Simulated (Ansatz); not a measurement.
## Li3Cd (Fm-3m): resistivity and electron-phonon coupling

Data:

```yaml
crystal:
  lattice:
    - [0.00000, 3.28446, 3.28446]
    - [3.28446, 0.00000, 3.28446]
    - [3.28446, 3.28446, 0.00000]
  atoms:
    - { symbol: Li, position: [0.25000, 0.25000, 0.25000] }
    - { symbol: Li, position: [0.75000, 0.75000, 0.75000] }
    - { symbol: Li, position: [0.50000, 0.50000, 0.50000] }
    - { symbol: Cd, position: [0.00000, 0.00000, 0.00000] }
```

Level of theory: PBEsol, DFPT electron-phonon coupling, linearised Boltzmann equation (plane waves, PAW, scalar-relativistic; Ansatz, a first-principles code). How the cell was made: relaxed with this functional, without spin-orbit coupling.

```
Property                                                                                                 Value
----------------------------------------------------------------------------------  --------------------------
resistivity at 300 K                                                                                16.3 μΩ·cm
resistivity at 77 K                                                                                  2.8 μΩ·cm
electron mean free path at 300 K (weighted by the current that each state carries)                      6.3 nm
electron-phonon coupling λ                                                                                0.62
transport coupling λ_tr                                                                                   0.65
logarithmic mean phonon energy                                                                         9.4 meV
density of states at the Fermi level                                                0.90 states/(eV·spin·cell)
Drude plasma energy                                                                                     6.7 eV
Hall coefficient at 300 K                                                                      9.2 ×10⁻¹¹ m³/C
Tc for μ* = 0.10 (anisotropic Eliashberg)                                                                2.3 K
Tc for μ* = 0.13 (anisotropic Eliashberg)                                                               1.56 K
```

A metal at this level (no band gap). Only scattering by harmonic phonons is included (no impurities, grain boundaries, electron-electron scattering or thermal expansion). Spin-orbit coupling is left out. The self-energy correction of the phonons between q points moved λ by about 2 %. The run warned that the eigensolver left some states short of its tolerance. Halving the electron mesh (24x24x24) moves the resistivity by up to 1 % at 300 K, the mean free path by up to 4 %, the coupling by up to 1 %, Tc by up to 1 %. Smearing 0.20 eV; phonons on a 4x4x4 q mesh, which this run doesn't test and which matters most at low temperature. Tc comes from the anisotropic Migdal-Eliashberg equations with μ*, a chosen number, referred to 19.4 meV.

Computed structure with no diffraction record at hand here (it may be known, metastable or hypothetical): Li3Cd (Fm-3m).
